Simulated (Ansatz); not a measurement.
The starting structures come from a database of crystals and need not be the phases stable at ambient conditions.

 Where the default PAW files enter, the runs use the earlier of Ansatz's two default sets.

Input:

```xyz
3
Lattice="3.8196 0.0000 0.0000 -1.9098 3.3079 0.0000 0.0000 0.0000 6.2794" Properties=species:S:1:pos:R:3 pbc="T T T"
Mg     0.0000     0.0000     0.0000
Br     0.0000     2.2052     1.5114
Br     1.9098     1.1026     4.7680
```

Space group of this cell: P-3m1, CdI2 type. The cell was relaxed by PBE-D3(BJ); by r2SCAN its mean pressure is 0.6 GPa.

Transport runs along the normal of the first two printed cell vectors, the (001) plane of the conventional cell.

No gap correction and no spin-orbit coupling; mid-gap values are interpolated between computed energies.

### Question
Compute, with r2SCAN (Ansatz, a first-principles code), the band gap and the smallest decay constant κ at mid-gap.

### Answer
Gap 5.22 eV on a 12×12×6 mesh; κ = 0.316 1/Å, at the zone centre.
